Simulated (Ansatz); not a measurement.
Base system: B (space group I4_132, No. 214; a = 4.633 Å; a hypothetical phase, not in the database extracts checked). Axes: x, y, z lie along the cube axes.

Levels (all Ansatz, an electronic-structure program, PAW): PBEsol (420 eV, spin-orbit coupling left out); HSE06 (420 eV, no spin-orbit coupling).

Its gap is 1.41 eV with PBEsol and 2.43 eV with HSE06.

One thing is altered: tensile biaxial strain of 1.56 % in the plane normal to [110], as in epitaxy on a mismatched substrate; the out-of-plane cell vector and the atoms relax.

With PBEsol the gap becomes 1.31 eV.

Problem. If the HSE06 correction stayed the same, what would the HSE06 gap be, and what does the HSE06 run give?

Solution. A rigid correction of +1.02 eV gives 2.33 eV. The HSE06 run gives 2.33 eV, so the two effects roughly add.

Single points use the geometry relaxed with PBEsol. HSE06 was sampled on its mesh, a few special points and the semilocal edge points, so its gap is an upper bound. Whether these cells are dynamically stable was not tested.
